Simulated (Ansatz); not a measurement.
Consider the following.

```
Cs2O
1.0
    2.05508     1.18650     6.92801
   -2.05508     1.18650     6.92801
    0.00000    -2.37300     6.92801
Cs O
2 1
Direct
  0.26077   0.26077   0.26077
  0.73923   0.73923   0.73923
  0.00000   0.00000   0.00000
```

The numbers are results of PBEsol, rigid bands (plane waves, PAW, scalar-relativistic; Ansatz, a first-principles code), not measurements. Geometry: cell and atoms relaxed with PBEsol.

Question: What conductivity effective mass do dilute holes have at 300 K?

Answer: 3.8 mₑ.

Question: What conductivity effective mass do dilute electrons have at 300 K?

Answer: 0.36 (x), 0.36 (y), 0.43 (z) mₑ.

Question: And the band gap?

Answer: 0.93 eV at this level; semilocal functionals usually fall short of the measured gap.

Rigid bands, one relaxation time for all states, no polarons. Spin-orbit coupling is left out; where it splits the top of the valence band it changes the hole mass and lowers the gap by about a third of the splitting.

Formula and space group known from diffraction (Crystallography Open Database), not checked to be the room-temperature form: Cs2O (R-3m).
